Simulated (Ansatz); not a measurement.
## Pressure series in SiS2

The parent structure is SiS2 (space group Ibam, No. 72; a = 6.0185 Å, b = 9.3955 Å, c = 5.5448 Å; made of chains).

Cell and atoms are relaxed at each pressure.

All numbers come from PBEsol, PAW, 420 eV (Ansatz, a first-principles code; no spin-orbit coupling).

```csv
pressure (GPa),volume per atom (Å³/atom)
0,26.129
0.9,?
2.1,21.648
4.5,19.919
9,18.112
15,16.664
```

Problem. Fit the third-order Birch–Murnaghan form P(V) = (3B₀/2)[(V₀/V)^(7/3) − (V₀/V)^(5/3)]·[1 + (3/4)(B₀′ − 4)((V₀/V)^(2/3) − 1)] (squares taken in P) to the rows shown and predict the withheld row.

Solution. Least squares on the printed values gives V₀ = 25.953 Å³/atom, B₀ = 4.98 GPa, B₀′ = 11.0; this predicts 23.348 Å³/atom, and the run gives 23.241 Å³/atom, 0.107 lower.

Load acts through the strain it causes; cell and atoms are relaxed under it. No phonon test of stability was made. No other phases were tried under pressure. No dispersion term is included in the PBEsol runs.
